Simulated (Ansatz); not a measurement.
## Convergence study of zone-centre phonons against the mesh for Sn (I4_1/amd, 2 atoms in the cell)

```yaml
crystal:
  lattice:
    - [-2.92374, 2.92374, 1.59477]
    - [2.92374, -2.92374, 1.59477]
    - [2.92374, 2.92374, -1.59477]
  atoms:
    - { symbol: Sn, position: [0.25000, 0.75000, 0.50000] }
    - { symbol: Sn, position: [0.00000, 0.00000, 0.00000] }
```

Method: PBE, PAW files (plane waves; Ansatz, a program for electronic structure).

Base settings: basis.ecutwfc = 420 eV; kpoints.mp_grid.grid = 12 12 12; hamiltonian.xc = pbe; hamiltonian.pseudopotentials = {kind: paw} (the program's default PAW files); scf.occupations.method = gaussian; scf.occupations.width = 0.1 eV.

In this ladder: phonons.method = dfpt.

Frequencies are those of the unrelaxed cell, without the LO-TO term of polar crystals.

Only quantities that move along the ladder and can be compared are tabulated.

Core times come from one kind of shared machine, to one figure; runs under 30 s give none.

The starting cell has typed, rounded lattice constants, without a prior relaxation at this level. Its lattice was rescaled by up to half a per cent.

```csv
kpoints.mp_grid.grid,highest zone-centre frequency (cm⁻¹),core time / last (rough)
3 3 3,76.2,–
4 4 4,135.5,–
5 5 5,90.0,–
6 6 6,131.7,–
7 7 7,125.5,–
9 9 9,132.1,–
11 11 11,134.8,0.1
14 14 14,132.2,0.2
17 17 17,134.3,0.3
21 21 21,134.0,1
```

Coarsest kpoints.mp_grid.grid that holds the highest zone-centre frequency within 5 cm⁻¹ of the last step, with all finer ones: 9 9 9; the step before is off by 8.6 cm⁻¹.

Left out of this page: 1 run of the series stopped by limits of time or memory.

Keys are those of Ansatz 0.2.
